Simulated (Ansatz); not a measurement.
Cell and atoms of amorphous Hf18O39Y2:

```
Hf18Y2O39
1.0
    9.33830     0.35587    -0.21925
    0.35587     8.98345    -0.45378
   -0.21925    -0.45378     9.26885
Hf O Y
18 39 2
Cartesian
  7.62901   8.25337  -0.49587
  5.80453   4.12552   2.45277
  8.44760   0.28970   3.39935
  5.16811   7.88719   3.02896
  2.63124   3.62640   0.92065
  7.26793   3.33458   5.91142
  4.25482   5.59815   5.28757
  8.39630   2.44756   0.40724
  8.74976   5.67476   0.90567
  4.39306   0.76517   0.73094
  5.30144   0.08731   6.70563
  3.36630   2.18263   3.93468
  4.94590   6.51042  -0.34793
  2.50373   1.58663   7.19572
  8.72038   0.54291   6.68990
  1.53498   6.47457   3.50646
  0.21024   3.11582   4.04345
  1.45289   7.83526   0.59223
  6.48719   1.54086   6.20413
  6.15977   4.96064   6.04478
  0.47210   3.66847   0.67483
  1.60196   5.90362   1.50474
  3.34442   7.88995   0.02865
  1.83228   2.55012   5.35492
  0.10943   6.04368   8.63514
  1.43229   8.36011   2.57451
  1.31338   0.03168   7.12376
  6.65660   1.19748   0.57511
  7.07684   6.23933  -0.32325
  7.30759   4.04433   1.10787
  4.42497   2.66275   1.85888
  9.12149   0.52919  -0.20740
  1.93536   3.22329   2.87636
  8.79662   1.68734   4.94833
  5.72228   7.94729   1.08872
  8.93013   4.58044   5.63351
  5.43518   7.89789   7.97242
  4.36705   5.03117   0.90932
  2.53356   1.69235   0.31545
  5.37043   7.34187   5.17707
  8.38123   2.36126   7.62031
  3.78996   0.93881   5.57183
  3.68865   5.60613   7.23024
  7.66099   8.05199   6.63470
  6.16652   5.99016   3.06001
  8.59749   7.82374   1.35028
  3.72732   0.49434   2.83662
  2.12552   5.42217   5.13627
  4.50297   3.82010   4.23051
  2.24660   3.39445   8.11722
  6.97332   8.67899   3.58460
  4.30219   1.25413   8.07160
  9.40959   7.89524   4.46188
  8.95838   2.02502   2.35856
  3.55620   6.69351   3.53806
  7.24528   3.50278   3.86328
  9.14485   5.44953   3.03860
  7.57891   6.44347   4.77018
  1.33880   4.98227   7.08080
```

Methods: PBE, scalar-relativistic without spin-orbit coupling (Ansatz, an electronic-structure program); r2SCAN, scalar-relativistic without spin-orbit coupling (Ansatz); HSE06, scalar-relativistic without spin-orbit coupling (Ansatz). Neutral PBE cell, which sets geometry, pressure and energy: sampling: a 2×2×2 Γ-centred mesh; Fermi-Dirac width 0.02 eV; no spin polarisation. Exact exchange is cut at the faces of this 9 Å cell, which leaves hybrid gaps a finite-size error.

A CHGNet melt-quench gave the starting glass, which DFT then relaxed. O atoms were pushed apart under 1.9 Å during the dynamics, to hinder bonds among them. The hot cell started wider than the set density and was brought back towards it in steps. It is the lowest in DFT energy of 2 quenches. It is a model cell: composition and starting density were chosen by hand, and all elements were melted together. No dispersion term was used. Its density started from a set value of 8.63 and ended at 8.61 g/cm³. The quench (nominally 300 K/ps over its main leg) was far faster than any real one, so the model tends to hold more defects than a real film. One small periodic cell is one sample of the glass; other quenches scatter about these values. Volume and shape were free in the relaxation.

### Question
Give the pressure and the spacing of the highest filled and lowest empty levels.

### Answer

| Quantity | Value |
|---|---|
| Pressure on a 2×2×2 Γ-centred mesh | -0.01 GPa |
| Largest force and stress component on that mesh (the relaxation ran on the zone centre alone) | 0.10 eV/Å and 0.1 GPa |
| Level gap on a 2×2×2 Γ-centred mesh (PBE) | 4.19 eV |
| Level gap at the zone centre (PBE) | 4.22 eV |
| Level gap at the zone centre (r2SCAN) | 4.70 eV |
| Level gap at the zone centre (HSE06) | 5.80 eV |
| Distance between the nearest levels spread over more than a fifth of the atoms or a third of the atoms of their main element (six at least) (PBE, zone centre) | 4.35 eV |

### Question
At PBE and the zone centre, how localised are the states just below and above the Fermi level (participation number: the atoms over which a state spreads)?

### Answer
The highest filled state is spread over 7.6 atoms' worth, largest on O41, with weights by element (charge in smoothed Voronoi cells) O 0.95, Hf 0.04, Y 0.00. The lowest empty state is spread over 32.9 atoms' worth, largest on Hf17, with weights by element (charge in smoothed Voronoi cells) O 0.49, Hf 0.45, Y 0.05.

At PBE the levels at the filled edge of the gap are localised (band-tail or defect states).

Neighbours within Hf-Hf 3.34 Å, Hf-O 2.68 Å, Hf-Y 3.54 Å, O-O 1.58 Å, O-Y 2.82 Å, Y-Y 3.74 Å count as bonded. Two cations that share two anions don't count as bonded, nor two that share one unless they lie closer than Hf-Hf 3.25 Å, Hf-Y 3.45 Å, Y-Y 3.64 Å.

Added carriers, by PBE, scalar-relativistic without spin-orbit coupling run with Ansatz on the zone centre alone. Charged cells keep the cell fixed and stand in a uniform background, with no image correction, at a width of 0.01 eV; where the count is odd the moment is locked at 1 μB, unless the neutral cell bore moments. Each starts from the undistorted neutral geometry alone. PBE's self-interaction favours spread-out carriers, so it can miss traps that a hybrid finds.

### Question
What happens at PBE when the cell takes an extra electron and the atoms relax?

### Answer
Relaxation lowers the charged cell by 0.24 eV. The largest moves are O24 0.33 Å, O33 0.25 Å, O48 0.20 Å, O50 0.13 Å. The level that holds the added charge spreads over 7.4 atoms' worth, most on Hf12 (weight 0.28): a partly localised carrier. Bonds formed: O24-Y59. Made neutral again at that geometry, the cell lies +0.76 eV from the neutral start.

### Question
What happens at PBE when the cell takes a hole and the atoms relax?

### Answer
Relaxation lowers the charged cell by 0.25 eV. The largest moves are O19 0.30 Å, O42 0.18 Å, O21 0.11 Å, Hf15 0.10 Å. The level that was emptied spreads over 3.5 atoms' worth, most on O41 (weight 0.45): a localised (trapped) carrier, which neighbours of that atom can share. No bond crosses its cut-off with a change of over 0.15 Å (metal-metal contacts aside). Made neutral again at that geometry, the cell lies +0.81 eV from the neutral start.
